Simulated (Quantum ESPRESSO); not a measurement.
Worked example: self-consistent single point of the (001) slab of Na3BrO (cut from a parent of space group no. 221; 10 atoms in the cell) in Quantum ESPRESSO.

Method: PBEsol, GBRV 1.5 ultrasoft (PBESOL) pseudopotentials (plane waves; Quantum ESPRESSO).

The change in words: vacuum of 16.8 angstrom (first run: 14 Å); assume_isolated: default → 2D. Reference geometry:
```yaml
crystal:
  lattice:
    - [4.51046, 0.00000, 0.00000]
    - [0.00000, 4.51046, 0.00000]
    - [0.00000, 0.00000, 20.76571]
  atoms:
    - { symbol: Na, position: [0.00000, 0.50000, 0.33709] }
    - { symbol: Na, position: [0.50000, 0.00000, 0.33709] }
    - { symbol: Na, position: [0.50000, 0.50000, 0.44570] }
    - { symbol: Br, position: [0.00000, 0.00000, 0.44570] }
    - { symbol: O, position: [0.50000, 0.50000, 0.33709] }
    - { symbol: Na, position: [0.00000, 0.50000, 0.55430] }
    - { symbol: Na, position: [0.50000, 0.00000, 0.55430] }
    - { symbol: Na, position: [0.50000, 0.50000, 0.66291] }
    - { symbol: Br, position: [0.00000, 0.00000, 0.66291] }
    - { symbol: O, position: [0.50000, 0.50000, 0.55430] }
```

Reference input (self-consistent single point, DFT, PBEsol, plane waves, GBRV 1.5 ultrasoft (PBESOL) pseudopotentials): ecutwfc = 40 Ry; ecutrho = 200 Ry; occupations = smearing; smearing = fd; degauss = 0.00147 Ry; mixing_mode = local-TF; K_POINTS = automatic 3 3 1 0 0 0; conv_thr = 1e-08 Ry; mixing_beta = 0.3. This run's input differs from it in these lines:

```diff
@@ -11,3 +11,3 @@
   A = 4.510464000
-  C = 20.765714000
+  C = 23.531438000
   nat = 10
@@ -19,2 +19,3 @@
   degauss = 0.00147
+  assume_isolated = '2D'
 /
@@ -30,12 +31,12 @@
 ATOMIC_POSITIONS {angstrom}
-Na    0.000000000    2.255232000    6.999997595
-Na    2.255232000    0.000000000    6.999997595
-Na    2.255232000    2.255232000    9.255216433
-Br    0.000000000    0.000000000    9.255216433
-O     2.255232000    2.255232000    6.999997595
-Na    0.000000000    2.255232000   11.510497567
-Na    2.255232000    0.000000000   11.510497567
-Na    2.255232000    2.255232000   13.765716405
-Br    0.000000000    0.000000000   13.765716405
-O     2.255232000    2.255232000   11.510497567
+Na    0.000000000    2.255232000   -3.382855995
+Na    2.255232000    0.000000000   -3.382855995
+Na    2.255232000    2.255232000   -1.127650040
+Br    0.000000000    0.000000000   -1.127650040
+O     2.255232000    2.255232000   -3.382855995
+Na    0.000000000    2.255232000    1.127650040
+Na    2.255232000    0.000000000    1.127650040
+Na    2.255232000    2.255232000    3.382855995
+Br    0.000000000    0.000000000    3.382855995
+O     2.255232000    2.255232000    1.127650040
 K_POINTS {automatic}
```

The program printed (abridged):

```
     Self-consistent Calculation

     iteration #  1     ecut=    40.00 Ry     beta= 0.30

     negative rho (up, down):  2.024E-05 0.000E+00

     total energy              =    -717.45343135 Ry
     estimated scf accuracy    <       2.47091271 Ry

     iteration #  2     ecut=    40.00 Ry     beta= 0.30

     negative rho (up, down):  1.990E-08 0.000E+00

     total energy              =    -717.01957047 Ry
     estimated scf accuracy    <       1.28281439 Ry

     iteration #  3     ecut=    40.00 Ry     beta= 0.30

     total energy              =    -717.16035765 Ry
     estimated scf accuracy    <       0.23700942 Ry

   [... 24 blocks of this kind left out ...]

     iteration # 28     ecut=    40.00 Ry     beta= 0.30

     negative rho (up, down):  2.658E-04 0.000E+00

     total energy              =    -717.11673855 Ry
     estimated scf accuracy    <       0.00000001 Ry

     iteration # 29     ecut=    40.00 Ry     beta= 0.30

     negative rho (up, down):  2.726E-04 0.000E+00
     End of self-consistent calculation

     the Fermi energy is    -2.8932 ev

!    total energy              =    -717.11673853 Ry
     estimated scf accuracy    <          7.1E-09 Ry
     smearing contrib. (-TS)   =      -0.00000000 Ry
     internal energy E=F+TS    =    -717.11673853 Ry

     convergence has been achieved in  29 iterations

     negative rho (up, down):  2.726E-04 0.000E+00

     Forces acting on atoms (cartesian axes, Ry/au):

     atom    1 type  1   force =     0.00000000    0.00000000   -0.00538861
     atom    2 type  1   force =     0.00000000    0.00000000   -0.00538861
     atom    3 type  1   force =     0.00000000    0.00000000    0.00008969
     atom    4 type  2   force =     0.00000000    0.00000000   -0.00194273
     atom    5 type  3   force =     0.00000000    0.00000000    0.00687981
   [... lines left out ...]
     Total force =     0.012537     Total SCF correction =     0.000199
   [... lines left out ...]

     negative rho (up, down):  2.726E-04 0.000E+00
          total   stress  (Ry/bohr**3)                   (kbar)     P=       -0.39
  -0.00001008   0.00000000   0.00000000           -1.48        0.00        0.00
   0.00000000  -0.00001008   0.00000000            0.00       -1.48        0.00
   0.00000000   0.00000000   0.00001212            0.00        0.00        1.78

   JOB DONE.
```

The run converged in 29 iterations. Against the reference run the free energy is nearly the same (within 1 meV/atom), the largest force goes from 0.164 to 0.177 eV/Å and the gap on the mesh moves little (1.846 to 1.841 eV). The full log also holds: “c_bands:  1 eigenvalues not converged”.

The starting cell comes from a database of computed structures (which also holds hypothetical and non-ambient phases and stackings), without a prior relaxation at this level. The slab is cut from that crystal, and its faces are unrelaxed. Its lattice was rescaled by up to half a per cent. Spin polarisation is off, though cut faces can carry moments; a gap of a slab can lie between surface states.

Cost on one core of a shared machine: roughly 4 min.
